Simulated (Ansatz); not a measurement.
Data:

End structure of germanium (100): free slab of 12 atomic planes, H on every dangling bond of both faces:

```
CELL_PARAMETERS angstrom
      8.14587     0.00000     0.00000
      0.00000     4.07294     0.00000
      0.00000     0.00000    35.00000
ATOMIC_POSITIONS crystal
  Ge 0.34449 0.00000 0.27916
  Ge 0.65426 0.00000 0.27872
  Ge 0.26604 0.50000 0.31551
  Ge 0.73438 0.50000 0.31481
  Ge 0.50168 0.50000 0.36065
  Ge 0.99908 0.50000 0.35215
  Ge 0.50164 0.00000 0.40034
  Ge 0.99855 0.00000 0.39441
  Ge 0.75587 0.00000 0.43915
  Ge 0.24429 0.00000 0.43768
  Ge 0.75459 0.50000 0.48047
  Ge 0.24532 0.50000 0.47845
  Ge 0.00468 0.50000 0.52155
  Ge 0.49541 0.50000 0.51953
  Ge 0.00571 0.00000 0.56232
  Ge 0.49413 0.00000 0.56085
  Ge 0.25145 0.00000 0.60559
  Ge 0.74836 0.00000 0.59966
  Ge 0.25092 0.50000 0.64785
  Ge 0.74832 0.50000 0.63935
  Ge 0.51562 0.50000 0.68519
  Ge 0.98396 0.50000 0.68449
  Ge 0.59574 0.00000 0.72128
  Ge 0.90551 0.00000 0.72084
  H  0.27791 0.00000 0.23750
  H  0.71869 0.00000 0.23687
  H  0.53131 0.00000 0.76313
  H  0.97209 0.00000 0.76250
```

Slab: 28 atoms, 18.9 Å thick at the start with caps and adatoms; k 2x4x1, smearing 0.025 eV, dipole-corrected; single point; on the structure that PBE left under its start's symmetry; no spin, no spin-orbit, no U.

Problem. Give the gap of the slab on its k-mesh at the level HSE06, at the PBE geometry (Ansatz, a first-principles code).

Solution. 0.98 eV

Problem. What highest filled level below the top vacuum level does HSE06, at the PBE geometry give?

Solution. 4.84 eV
